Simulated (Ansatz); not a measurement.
The starting structures come from a database of crystals and need not be the phases stable at ambient conditions.

 Where the default PAW files enter, the runs use the earlier of Ansatz's two default sets.

# Evanescent states of ZnCu$_{2}$GeS$_{4}$ (I-42m, not sure to be the ambient phase, 8 atoms a cell, 18.4 Å³ an atom) along the normal of (100)

Calculation: PBEsol (plane waves, PAW; Ansatz, a first-principles code).

No gap correction and no spin-orbit coupling; mid-gap values are interpolated between computed energies.

Energies count from the valence-band top; κ is the least over a 6×4 mesh across the current.

```tsv
E (eV)	κ (1/Å)	where
0.03	0.026	Γ
0.07	0.042	Γ
0.12	0.050	Γ
0.17	0.053	Γ
0.23	0.053	Γ
0.28	0.051	Γ
0.33	0.044	Γ
0.38	0.032	Γ
```

Question: How thick must the barrier be to attenuate the transmission by 10^6 when the electrodes' Fermi level lies at 0.07 eV, and what attenuation does that film give at 0.12 eV?

Answer: d = 6 ln 10 / (2 × 0.042) = 164.5 Å. At 0.12 eV it gives 6 × 0.050/0.042 = 7.1 decades.
